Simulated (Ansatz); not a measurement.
The starting structures come from a database of crystals and need not be the phases stable at ambient conditions.

 Where the default PAW files enter, the runs use the earlier of Ansatz's two default sets.

Input:

```xyz
10
Lattice="5.5948 0.0000 0.0000 -2.7974 4.8453 0.0000 2.7974 1.6151 4.4868" Properties=species:S:1:pos:R:3 pbc="T T T"
La     2.7974     4.8453     3.3651
La     2.7974     1.6151     1.1217
Ga     0.0000     0.0000     0.0000
Ga     0.0000     3.2302     2.2434
O     -1.2053     4.3727     1.1217
O      6.8001     2.0876     3.3651
O      5.2080     1.6151     1.1217
O      0.3869     4.8453     3.3651
O      1.5921     3.7027     1.1217
O      4.0027     2.7577     3.3651
```

Space group of this cell: R-3c. The cell is taken as given; by r2SCAN its mean pressure is -4.9 GPa.

Transport runs along the normal of the first two printed cell vectors, the (001) plane of the conventional cell.

The gap is the functional's own, uncorrected, and κ follows it; spin-orbit coupling is left out. Mid-gap values are interpolated between the computed energies.

Task: Estimate the band gap and the smallest decay constant κ at mid-gap that r2SCAN in Ansatz (an electronic-structure program) returns for this system.

Result: Gap 4.07 eV on a 8×8×8 mesh; κ = 0.328 1/Å, at the zone centre.
